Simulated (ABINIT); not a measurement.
**Equation of state of rock-salt BaS (space group 225): energy against volume (ABINIT, PBE)**

```yaml
crystal:
  lattice:
    - [0.00000, 3.13819, 3.13819]
    - [3.13819, 0.00000, 3.13819]
    - [3.13819, 3.13819, 0.00000]
  atoms:
    - { symbol: Ba, position: [0.00000, 0.00000, 0.00000] }
    - { symbol: S, position: [0.50000, 0.50000, 0.50000] }
```

Computed with PBE, norm-conserving pseudopotentials (PseudoDojo nc-sr-05 PBE standard) (plane waves; ABINIT 10.0.3). Settings: pseudos = [Ba.upf, S.upf]; ecut = 37 Ha; ixc = 11; occopt = 3; tsmear = 0.00036749 Ha; ngkpt = 9 9 9; nshiftk = 1; shiftk = 0 0 0; potentials = PseudoDojo nc-sr-05 PBE standard; nband = 13; kptopt = 1; nstep = 100; tolvrs = 1e-12. The cell above is the first row's. The rows scale it uniformly. In all rows fractional positions and the k mesh are held. E is the free energy at the stated smearing, counted from the lowest row.

```
V (Å^3/atom)  E (meV/atom)
------------  ------------
30.906                   ?
31.578               10.60
32.249                3.23
32.921                0.00
33.593                0.46
34.265                4.24
34.937               10.97
35.609               20.36
36.281               32.12
```

Problem. Fit E against V with the third-order Birch-Murnaghan form, a cubic in V^(-2/3), and predict the withheld value at V = 30.906.

Solution. With u = V^(-2/3) - 0.0955, the rows have u = 0.0045945, 0.0032012, 0.0018534, 0.0005508, -0.0007092, -0.0019286, -0.0031096, -0.0042540. Least squares gives E = 1.711 - 2834.9·u + 1025513·u² + 2724743·u³. Residuals (row less fit): 0.002, -0.004, 0.003, -0.001, 0.004, -0.003, -0.001, 0.001; standard error 0.004 (degrees of freedom: 4). Its minimum lies at u = 0.0013747, so V0 = (0.0968747)^(-3/2) = 33.17. There d²E/du² = 2073000 and d³E/du³ = 1.635e7, so B0 = (4/9) × 33.17^(-7/3) × 2073000 × 0.160218 = 41.8 GPa (the last factor turns the table's units into GPa), and B0' = 4 + (2/3) × 0.0968747 × (1.635e7)/2073000 = 4.5. The program's pressures in the fitted runs (not shown) pass through zero at V = 33.16, 0.00 % from this V0. At the withheld row, u = 0.0060402, so E = 1.711 - 2834.9 × 0.0060402 + 1025513 × 0.0060402² + 2724743 × 0.0060402³ = 22.603 meV/atom. The calculation gives 22.57 meV/atom, 0.033 meV/atom below the prediction (0.1 % of the range of E in the table). The row lies outside the fitted rows, so this is an extrapolation. From the scatter of the fitted rows alone, a prediction at this place has a standard error of 0.011 meV/atom, so the miss is 2.9 times that.

Carrying the step between the two nearest rows on in a straight line would have given 17.98, off by 4.59; series whose last step already gives the withheld value aren't shown. The scan was laid around a cell of about the measured size, scaled by a guess for this functional. The runs keep the symmetry of the cell, so they don't test it for distortions. Spin-orbit coupling is off. Cutoffs and mesh are single choices, not tested for convergence of this quantity. Series with a scatter that would blur these digits, or in which a gap closes, are not shown. Nor are scans whose minimum lies at an end fitted in this form.
